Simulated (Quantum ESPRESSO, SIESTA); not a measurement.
A SIESTA input for a self-consistent single point of HfZrW₄ (F-43m, 6 atoms in the cell) (DFT, GGA PBEsol, numerical atomic orbitals DZP, PseudoDojo PBEsol standard norm-conserving potentials (rewritten from UPF to PSML)):

```
# files in the folder: Zr.psml Hf.psml W.psml (PseudoDojo PBEsol standard)
SystemName  HfZrW4
SystemLabel hfzrw4

NumberOfAtoms                6
NumberOfSpecies              3
%block ChemicalSpeciesLabel
  1 40 Zr
  2 72 Hf
  3 74 W
%endblock ChemicalSpeciesLabel
LatticeConstant              1.0 Bohr
%block LatticeVectors
     0.000000000    6.928164941    6.928164941
     6.928164941    0.000000000    6.928164941
     6.928164941    6.928164941    0.000000000
%endblock LatticeVectors
AtomicCoordinatesFormat      Ang
%block AtomicCoordinatesAndAtomicSpecies
     0.000000000    0.000000000    0.000000000  1
     5.499340500    5.499340500    5.499340500  2
     2.749890224    2.749890224    2.749890224  3
     2.749890224    4.582563776    4.582563776  3
     4.582563776    4.582563776    2.749890224  3
     4.582563776    2.749890224    4.582563776  3
%endblock AtomicCoordinatesAndAtomicSpecies

XC.functional                GGA
XC.authors                   PBEsol
PAO.BasisSize                DZP
PAO.EnergyShift              0.01 Ry
MeshCutoff                   300 Ry
%block kgrid.MonkhorstPack
    7   0   0  0.0
    0   7   0  0.0
    0   0   7  0.0
%endblock kgrid.MonkhorstPack
OccupationFunction           FD
ElectronicTemperature        0.1 eV

MaxSCFIterations             150
SCF.Mixer.Method             Broyden
SCF.Mixer.Weight             0.1
SCF.Mixer.History            8
SCF.DM.Tolerance             1.0E-04
Diag.ParallelOverK           true
WriteForces                  true
Charge.Mulliken              end
```

Problem. Give the Quantum ESPRESSO input for the same structure, mesh, smearing and functional.

Solution. One input that does it (others would too):

```fortran
&control
  calculation = 'scf'
  prefix = 'pwscf'
  outdir = './tmp'
  pseudo_dir = './'
  tprnfor = .true.
  tstress = .true.
/
&system
  ibrav = 2
  A = 7.3324540000
  nat = 6
  ntyp = 3
  ecutwfc = 75
  occupations = 'smearing'
  smearing = 'fd'
  degauss = 0.0073499
/
&electrons
  conv_thr = 1.0d-10
  mixing_beta = 0.3
/
ATOMIC_SPECIES
Zr    91.2240  Zr.upf
Hf   178.4900  Hf.upf
W    183.8400  W.upf
ATOMIC_POSITIONS crystal
Zr    0.0000000000    0.0000000000    0.0000000000
Hf    0.7500000000    0.7500000000    0.7500000000
W     0.3750300000    0.3750300000    0.3750300000
W     0.8749100000    0.3750300000    0.3750300000
W     0.3750300000    0.3750300000    0.8749100000
W     0.3750300000    0.8749100000    0.3750300000
K_POINTS automatic
7 7 7  0 0 0
```

Basis, cutoffs, solver keys and any potentials are the target program's own. This input uses DFT, PBEsol, plane waves, PseudoDojo standard norm-conserving (PBESOL) pseudopotentials.

The starting cell comes from a database of computed structures (which also holds hypothetical and non-ambient phases and stackings), without a prior relaxation at this level. Its lattice was rescaled by a random factor within 2.5 % of one. For this run, on top of that: lattice scaled by 0.98.
